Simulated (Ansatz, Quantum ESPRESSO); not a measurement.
## Ba4As2O (I4/mmm, 7 atoms in the cell) computed with different codes at matched settings

Self-consistent single point.

```
Ba4As2O
1.0
   -2.54255     2.54255     8.50640
    2.54255    -2.54255     8.50640
    2.54255     2.54255    -8.50640
Ba As O
4 2 1
Direct
  0.67539   0.67539   0.00000
  0.32461   0.32461   0.00000
  0.50000   0.00000   0.50000
  0.00000   0.50000   0.50000
  0.86438   0.86438   0.00000
  0.13562   0.13562   0.00000
  0.50000   0.50000   0.00000
```

Shared settings, as Ansatz (a first-principles code) writes them: kpoints.mp_grid.grid = 4 4 4; scf.occupations.method = fixed. Potentials and cutoffs stand in the table.

```csv
code,model,pressure (GPa),largest force (eV/Å),gap on the mesh (eV),cutoff
Ansatz,"PBEsol, PAW files made with PBE",0.41,0.018,0.537,420 eV
Quantum ESPRESSO,"PBEsol, GBRV 1.5 ultrasoft (PBESOL) pseudopotentials",0.92,0.020,0.526,40 Ry
```

Size of the force on each atom (eV/Å): Sizes of forces hide their directions.

```
code                Ba1    Ba2    Ba3    Ba4    As5    As6     O7
----------------  -----  -----  -----  -----  -----  -----  -----
Ansatz            0.018  0.018  0.000  0.000  0.010  0.010  0.000
Quantum ESPRESSO  0.009  0.009  0.000  0.000  0.020  0.020  0.000
```

Gaps are read on the mesh.

The spread over the programs that give each value: pressure within 0.51 GPa; largest force within 0.002 eV/Å; gap on the mesh within 0.011 eV.

Ansatz's pressure is given at a fixed set of plane waves, as the other plane-wave codes print theirs; with its correction for the finite basis it is 0.46 GPa.

The starting cell comes from a database of computed structures (which also holds hypothetical and non-ambient phases and stackings), without a prior relaxation at this level. Its lattice was rescaled by a random factor within 2.5 % of one.

Keys are those of Ansatz 0.2.
